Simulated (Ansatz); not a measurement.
CrI3: pressure series

Start from CrI₃ in the BiI3 type structure (space group R-3, No. 148; a = 6.8182 Å, c = 19.4777 Å (hexagonal axes); ferromagnetic; layered, stacked along the Cartesian z axis).

Cell and atoms are relaxed at each pressure.

Calculations: PBE-D3(BJ) (Ansatz, an electronic-structure program, PAW, without spin-orbit coupling).

| P (GPa) | V (Å³/atom) |
|---|---|
| 0.31 | 32.117 |
| 0.70 | 31.502 |
| 1.49 | 30.493 |
| 3.00 | 29.080 |
| 5.00 | 27.715 |
| 7.51 | 26.452 |
| 10.00 | 25.454 |

A third-order Birch–Murnaghan fit to these points gives V₀ = 32.61 Å³/atom, B₀ = 18 GPa and B₀′ = 6.7. At pressure 10 GPa the volume is 78.0 % of V₀.

Other magnetic orders, which the real material may have, were not ruled out. Load acts through the strain it causes; cell and atoms are relaxed under it. No phonon test of stability was made. No other phases were tried under pressure. The D3 term's C6 switches between coordination references near this geometry, which can add small steps to energies.
